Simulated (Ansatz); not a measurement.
Ansatz (a quantum-chemistry and plane-wave program) run on Ni₆SnSb (P1, 8 atoms in the cell): self-consistent single point.

Method of the run: PBEsol, default PAW files made with PBE (plane waves; Ansatz).

```
CELL_PARAMETERS angstrom
      4.23675     0.00000     0.00000
      0.00000     5.27443     0.00000
      0.00000     0.00000     4.48066
ATOMIC_POSITIONS crystal
  Ni 0.49527 0.74772 0.82539
  Ni 0.49875 0.25671 0.84207
  Ni 0.00216 0.74898 0.17169
  Ni 0.00969 0.25296 0.17338
  Ni 0.99382 0.49934 0.69359
  Ni 0.50221 0.99703 0.29919
  Sn 0.00222 0.99498 0.66928
  Sb 0.49588 0.50229 0.32540
```

Reference input (self-consistent single point, DFT, PBEsol, plane waves, default PAW files made with PBE): kpoints.mp_grid.grid = 6 5 5; hamiltonian.xc = pbesol; hamiltonian.pseudopotentials = {kind: paw} (the program's default PAW files); scf.occupations.method = gaussian; scf.occupations.width = 0.0037 Ry. This run's input differs from it in these lines:

Ansatz 0.2 input:
```diff
@@ -16,3 +16,3 @@
 kpoints:
-  mp_grid: { grid: [6, 5, 5] }
+  mp_grid: { grid: [5, 4, 5] }
 hamiltonian:
@@ -21,3 +21,3 @@
 scf:
-  occupations: { method: gaussian, width: 0.0037 Ry }
+  occupations: { method: gaussian, width: 0.022 Ry }
 output:
```

The program printed (abridged):

```
SCF iter   1: F=—  HF=-47189.438818 eV  |F-HF|=—  |Δ(HF+E_count)|=         —  Δρ=2.65e-2  dr2=4.26e-1  ethr=1.77e-3  ⟨swp⟩=5.1  Hψ=14836  notcnv=0  defer=2
all-band conjugate gradients solve this SCF's bands
preconditioner: auto → Kerker (q_TF=auto, 2.875 Å⁻¹)
SCF iter   2: F=—  HF=-47189.378881 eV  |F-HF|=—  |Δ(HF+E_count)|=   5.99e-2  Δρ=7.32e-3  dr2=4.27e-2  ethr=3.11e-4  ⟨swp⟩=2.6  Hψ=6815  notcnv=0  defer=4
   [... lines left out ...]
SCF iter   5: F=—  HF=-47189.371835 eV  |F-HF|=—  |Δ(HF+E_count)|=   2.33e-5  Δρ=1.81e-4  dr2=4.43e-5  ethr=1.63e-7  ⟨swp⟩=2.2  Hψ=7125  notcnv=0  defer=4
SCF iter   6: F=—  HF=-47189.371792 eV  |F-HF|=—  |Δ(HF+E_count)|=   4.37e-5  Δρ=7.41e-5  dr2=7.07e-6  ethr=3.24e-8  ⟨swp⟩=2.0  Hψ=4853  notcnv=0  defer=4
SCF iter   7: F=—  HF=-47189.371791 eV  |F-HF|=—  |Δ(HF+E_count)|=   8.08e-7  Δρ=2.00e-5  dr2=3.57e-7  ethr=5.16e-9  ⟨swp⟩=2.1  Hψ=5353  notcnv=0  defer=4
SCF iter   8: F=-47189.371791 eV  HF=-47189.371791 eV  |F-HF|=3.14e-8  |Δ(HF+E_count)|=   5.42e-8  Δρ=6.31e-6  dr2=3.83e-8  ethr=7.30e-11  ⟨swp⟩=9.2  Hψ=20187  notcnv=0
SCF 1 converged in 8 iterations: F = -47189.371791 eV  dr2 = 3.83e-8
Free energy (F): -47189.371791 eV
Internal energy: -47189.108631 eV  (E = F + TS)
E sigma→0 (E₀):  -47189.240211 eV
Entropy (-TS):   -0.263160 eV (-32.895 meV/atom)
Fermi energy:    18.362918 eV
--- Forces (eV/Å), atoms counted from 1 ---
  atom   1  Ni     0.15767048    -0.00361257     0.00432247
  atom   2  Ni     0.10188834    -0.14745288    -0.52118038
  atom   3  Ni    -0.16342176    -0.03182789    -0.12963579
  atom   4  Ni    -0.37839230    -0.10921201    -0.06525995
  atom   5  Ni     0.05024405    -0.14888953    -0.10141826
  atom   6  Ni     0.08556781     0.11579429     0.26554194
  atom   7  Sn    -0.20361623     0.42382732     0.26254026
  atom   8  Sb     0.35006264    -0.09862530     0.28507132
--- Stress (GPa, compression-positive) ---
       -1.715886      -0.047921      -0.028371
       -0.047921      -0.965451       0.065494
       -0.028370       0.065495      -0.444719
  P = ⅓ Tr σ = -1.0420 GPa (-10.420 kbar)
  The stress holds the Pulay correction. Without it, at fixed plane waves, as pw.x and ABINIT print it: P = -1.1317 GPa
```

The run converged in 8 iterations. Against the reference run the free energy drops by 14.8 meV/atom, the pressure goes from -1.41 to -1.04 GPa and the largest force goes from 0.579 to 0.551 eV/Å.

The starting cell comes from a database of computed structures (which also holds hypothetical and non-ambient phases and stackings), without a prior relaxation at this level. Its atoms were displaced at random from the sites of space group no. 25. Spin polarisation is off. Ansatz's pressure includes its estimate of the finite-basis (Pulay) stress.

Cost on one core of a shared machine: roughly 40 s.
